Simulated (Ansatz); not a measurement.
Levels about the gap of amorphous Si$_{24}$O$_{46}$F$_{4}$ (74 atoms in a cell of 1151 Å³, 2.14 g/cm³; zone centre alone, so wide bands show as single levels with stretches between that a denser mesh fills), at the geometry that PBE relaxed, where it gives 0.1 GPa on a denser mesh. The participation number counts the atoms over which a state spreads; weights are charges in smoothed Voronoi cells. The levels come from a single point, so bond lengths are those of that geometry. Method of the levels: PBE, scalar-relativistic without spin-orbit coupling (Ansatz, a quantum-chemistry and plane-wave program). Sampling: the zone centre alone; Fermi-Dirac width 0.02 eV; no spin polarisation. At PBE the levels at the filled edge of the gap are localised (band-tail or defect states), and the nearest spread-out levels lie 5.2 eV apart at the zone centre.

Preparation: random packing, a CHGNet melt and quench, and a DFT relaxation. O and F atoms were pushed apart under 1.9 Å during the dynamics, to hinder bonds among them. It is the lowest in DFT energy of 2 quenches. It is a model cell: composition and starting density were chosen by hand, and all elements were melted together. No dispersion term was used. Its density started from a set value of 2.17 and ended at 2.14 g/cm³. Cooling (nominally 150 K/ps over its main leg) ran many orders faster than in experiment, which tends to leave more defects and strain. A cell of this size samples the disorder only roughly. The volume was free in the relaxation, at fixed shape. Stress components on the final sampling reach 2.3 GPa.

| E - E(highest filled), eV | filling | participation number | largest on | weight O | weight Si | weight F |
|---|---|---|---|---|---|---|
| -1.11 | filled | 16.4 | O, 2 neighbours | 0.92 | 0.04 | 0.04 |
| -1.07 | filled | 13.6 | O, 2 neighbours | 0.89 | 0.04 | 0.07 |
| -1.06 | filled | 8.7 | O, 2 neighbours | 0.89 | 0.04 | 0.07 |
| -0.51 | filled | 4.2 | O, 2 neighbours | 0.94 | 0.05 | 0.01 |
| -0.50 | filled | 4.5 | O, 2 neighbours | 0.94 | 0.05 | 0.01 |
| -0.32 | filled | 5.2 | O, 2 neighbours | 0.91 | 0.05 | 0.04 |
| 0.00 | filled | 4.6 | O, 2 neighbours | 0.93 | 0.06 | 0.01 |
| 4.10 | empty | 54.1 | Si, 4 neighbours | 0.66 | 0.30 | 0.04 |
| 5.52 | empty | 19.9 | Si, 4 neighbours | 0.60 | 0.36 | 0.04 |
| 5.62 | empty | 32.1 | Si, 4 neighbours | 0.63 | 0.36 | 0.01 |
| 5.76 | empty | 43.7 | Si, 4 neighbours | 0.65 | 0.32 | 0.03 |
| 6.09 | empty | 31.2 | O, 2 neighbours | 0.64 | 0.31 | 0.05 |
| 6.14 | empty | 43.9 | O, 2 neighbours | 0.66 | 0.31 | 0.03 |
| 6.31 | empty | 46.5 | O, 2 neighbours | 0.63 | 0.33 | 0.04 |

Most localised among these is the filled level at -0.51 eV, on a O atom, which has 2 neighbours (Si 1.58 Å, Si 1.82 Å).
